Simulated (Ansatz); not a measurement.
AlN, response to strain

Base system: AlN in the wurtzite structure (space group P6_3mc, No. 186; a = 3.130 Å, c = 5.018 Å).

Strains are applied to the cell and any free atomic positions relax.

Calculations: DFT with PBE, PAW potentials and a 420 eV plane-wave cutoff in Ansatz (a program for electronic structure), spin-orbit coupling left out.

Notes on the quantities. pressure: mean of the normal stresses, compression positive.

```csv
isotropic strain (%),pressure (GPa)
0,0.0
0.6,?
1.2,-6.4
1.8,-9.3
2.4,-12.0
3,-14.4
```

**Question.** Fit P = P₀ − Bδ + Cδ² with δ = (1 + ε)³ − 1 to the rows shown and predict the withheld row.

**Answer.** Least squares on the printed values gives P₀ = 0.0 GPa, B = 189 GPa (at held cell shape), C = 367 GPa (largest residual 0.0 GPa); this predicts -3.3 GPa, and the run gives -3.3 GPa, in agreement.

Stability against distortions was not tested.
